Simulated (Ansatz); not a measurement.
Consider this model of amorphous Si$_{32}$O$_{32}$.

```xyz
64
Lattice="9.8679 -0.2106 0.0230 -0.2106 10.8235 0.0702 0.0230 0.0702 10.1258" Properties=species:S:1:pos:R:3 pbc="T T T"
Si     6.2995     2.2617    10.0146
Si     5.2462     9.2597     5.7825
Si     9.1607    10.1007     3.9337
Si     5.2238     6.5042     4.3919
Si     1.5612     4.6807     1.2261
Si     1.2516     1.7107     1.1491
Si     5.1176     9.4945     9.1689
Si     5.5254     3.1664     5.8706
Si     6.3255     7.5268     9.9227
Si     9.2472     5.4470     3.0541
Si     9.2101     8.1037     6.2133
Si     6.2946     4.4443     3.7090
Si     8.3452     6.5065     7.7376
Si     2.2808     1.5612     9.0655
Si     8.5273     1.0226     6.2949
Si     4.7360     0.9402     8.8682
Si     1.4719    10.6358     2.9775
Si     8.7899     3.4996     7.7031
Si     6.0808     2.3213     2.2443
Si     4.3151     0.7895     4.1264
Si     3.3885     8.4534     7.9509
Si     2.6111     7.1921     2.9632
Si     0.2734     0.8883     7.9537
Si     1.8749     3.7879     8.4137
Si     5.0798     4.5029     0.4474
Si     3.1223     5.7302     6.5592
Si     8.7720     8.2251     1.6996
Si     8.9147     9.4929     8.0018
Si     0.3665     8.3064     9.1874
Si     1.4951     6.5000     4.9969
Si     6.7006    10.2128     7.4339
Si     8.6356     1.8965     9.4849
O      1.7149     4.7904     9.7252
O      1.9206     3.1485     1.7372
O      0.0231     4.9886     1.6981
O      8.7226     0.5830     4.6945
O      0.5306     4.0089     7.4614
O      3.6984     9.0796     6.4294
O      7.4334     7.9477     0.8518
O      3.4908     6.8269     7.7173
O      7.8722     4.6857     3.3679
O      2.4549     5.9025     1.8887
O      7.0023     7.0858     8.4915
O      0.3225     5.5084     4.3749
O      9.5095     1.8772     0.8087
O      2.7247     0.4611     4.0525
O      5.8166     7.7982     5.2385
O      4.3661     5.5734     5.4913
O      4.7824     1.3950     2.6885
O      5.4605     4.0552     2.1708
O      8.5297     9.6676     2.4509
O      8.1412     2.6411     6.3761
O      4.5947     1.9331     5.2735
O      0.2290     8.4394     0.6960
O      9.6762     6.5915     8.7698
O      5.6808     6.0591     0.4202
O      0.8645     7.7756     5.8119
O      8.0144     4.9285     7.4885
O      3.0487     4.3112     7.3724
O      1.9171     8.6383     8.7029
O      9.0043     7.0341     2.7866
O      8.6735     8.8046     4.8357
O      4.2364     7.2027     3.2519
O      5.0005    10.2839     4.5145
```

Calculation: PBE, scalar-relativistic without spin-orbit coupling (plane waves to 420 eV, PAW; Ansatz, an electronic-structure program). The usual formal charges leave 64 electrons over, so the level spacing at the Fermi energy parts defect or band states and needn't be the band gap.

Preparation: random packing, a CHGNet melt and quench, and a DFT relaxation. O atoms were pushed apart under 1.9 Å during the dynamics, to hinder bonds among them. The hot cell started wider than the set density and was brought back towards it in steps. It is the lowest in DFT energy of 2 quenches. It is a model cell: composition and starting density were chosen by hand, and all elements were melted together. No dispersion term was used. Its density started from a set value of 2.17 and ended at 2.17 g/cm³. The simulated quench (nominally 290 K/ps over its main leg) is rapid and tends to freeze in more defects than a deposited or slowly cooled glass has. One small periodic cell is one sample of the glass; other quenches scatter about these values. The volume was held where the preparation left it and the shape relaxed, at a PBE pressure of -0.3 GPa (tension). On a 2×2×2 Γ-centred mesh force components of up to 0.28 eV/Å stay, since the relaxation ran on the zone centre alone.

Cut-offs for bonds: Si-Si 2.60 Å, Si-O 2.00 Å, O-O 1.58 Å. Two cations that share two anions don't count as bonded, nor two that share one unless they lie closer than Si-Si 2.38 Å.

Q: Give the coordination numbers, mean bond lengths and angles.

A: 
| Item | Result |
|---|---|
| Mean coordination of Si by anions | 2.03 (7 with 0, 3 with 1, 8 with 2, 10 with 3, 4 with 4); 50 close contacts or bonds to cations besides |
| Mean coordination of O | 2.03 (31 with 2, 1 with 3) |
| Mean Si-O bond | 1.661 Å (spread 0.041 Å, 65 counted) |
| Mean Si-Si bond | 2.392 Å (spread 0.067 Å, 25 counted) |
| Bond angle at Si | mean 109.0°, spread 12.9° |
| Bond angle at O | mean 136.1°, spread 14.8° |

Q: Which atoms depart from the most common coordination of their element?

A: Si1 has 3 (Si16 2.35 Å, Si19 2.37 Å, Si32 2.42 Å; Si25 at 2.66 Å just beyond); Si6 has 3 (O34 1.69 Å, O45 1.69 Å, Si14 2.44 Å; Si17 at 2.62 Å just beyond); Si8 has 1 (O53 1.66 Å; Si12 at 2.63 Å just beyond); Si12 has 3 (O41 1.63 Å, O50 1.79 Å, Si4 2.42 Å; Si8 at 2.63 Å just beyond); Si16 has 3 (Si1 2.35 Å, Si7 2.36 Å, Si14 2.54 Å); Si17 has 2 (O46 1.68 Å, Si3 2.39 Å; Si6 at 2.62 Å just beyond); Si19 has 3 (O49 1.66 Å, O50 1.84 Å, Si1 2.37 Å); Si22 has 3 (O63 1.65 Å, O42 1.69 Å, Si30 2.42 Å); Si25 has 2 (O56 1.67 Å, O50 1.82 Å; Si1 at 2.66 Å just beyond); O50 has 3 (Si12 1.79 Å, Si25 1.82 Å, Si19 1.84 Å).
